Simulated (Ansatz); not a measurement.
Tunnelling through a barrier is set by its complex band structure: the current falls as exp(−2κd) with the smallest κ.

```
MgO
1.0
    2.96561     0.00000     0.00000
    0.00000     2.96561     0.00000
    1.48280    -1.48280     2.09700
Mg O
1 1
Direct
  0.00000   0.00000   0.00000
  0.50000   0.50000   0.00000
```

The cell is taken as given; by r2SCAN it stands under a pressure of 1.3 GPa.

Transport runs along the normal of the first two printed cell vectors, the (001) plane of the conventional cell.

The gap is the functional's own. No spin-orbit coupling. Mid-gap values are those at the computed energy nearest the middle.

**Question.** Estimate the band gap and the smallest decay constant κ at mid-gap that r2SCAN (Ansatz, a first-principles code) returns for this system.

**Answer.** Gap 5.76 eV on a 14×14×14 mesh; κ = 0.377 1/Å, at the zone centre.
